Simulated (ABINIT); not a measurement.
## Parameter sweep on TaO3 (Pm-3m, 4 atoms in the cell)

```yaml
crystal:
  lattice:
    - [4.02370, 0.00000, 0.00000]
    - [0.00000, 4.02370, 0.00000]
    - [0.00000, 0.00000, 4.02370]
  atoms:
    - { symbol: Ta, position: [0.50000, 0.50000, 0.50000] }
    - { symbol: O, position: [0.00000, 0.50000, 0.50000] }
    - { symbol: O, position: [0.50000, 0.00000, 0.50000] }
    - { symbol: O, position: [0.50000, 0.50000, 0.00000] }
```

Base run A: LDA (PW92), PAW (JTH v2.0 LDA PAW) (ABINIT 10.0.3), self-consistent single point.

Its settings: pseudos = [Ta.LDA_PW-JTH.xml, O.LDA_PW-JTH.xml]; ecut = 653 eV; pawecutdg = 1306 eV; pawxcdev = 0; occopt = 3; tsmear = 0.00367493 Ha; ngkpt = 7 7 7; nshiftk = 1; shiftk = 0 0 0; potentials = JTH v2.0 LDA PAW; nband = 22; kptopt = 1; nstep = 50; tolvrs = 1e-11.

The starting cell comes from a database of computed structures (which also holds hypothetical and non-ambient phases and stackings), without a prior relaxation at this level. Its lattice was rescaled by a random factor within 2.5 % of one. Spin polarisation is off; with an odd number of electrons in the cell that forces a metal, and a magnetic state may lie lower. In the base run, with a pressure of about -17 GPa the cell is away from its equilibrium volume at this level.

Runs:
- B: pseudos: [Ta.LDA_PW-JTH.xml, O.LDA_PW-JTH.xml] → [Ta.GGA_PBE-JTH.xml, O.GGA_PBE-JTH.xml]; potentials: JTH v2.0 LDA PAW → JTH v2.0 PBE PAW; ixc: default → 23 [Wu-Cohen GGA]
- C: pseudos: [Ta.LDA_PW-JTH.xml, O.LDA_PW-JTH.xml] → [Ta.GGA_PBE-JTH.xml, O.GGA_PBE-JTH.xml]; potentials: JTH v2.0 LDA PAW → JTH v2.0 PBE PAW; ixc: default → -120135 [AM05]
- D: ixc: default → 2 [LDA (Perdew-Zunger)]
- E: ixc: default → 1 [LDA (Teter Pade)]

### Question
What does run C change against A?

### Answer
The pressure goes from -17.23 to -12.40 GPa.

### Question
What does run D change against A?

### Answer
The pressure goes from -17.23 to -17.10 GPa.

| run | pressure (GPa) |
|---|---|
| A | -17.23 |
| B | -12.67 |
| C | -12.40 |
| D | -17.10 |
| E | -17.20 |

Left out of this page: 1 run of the series held back from this collection.
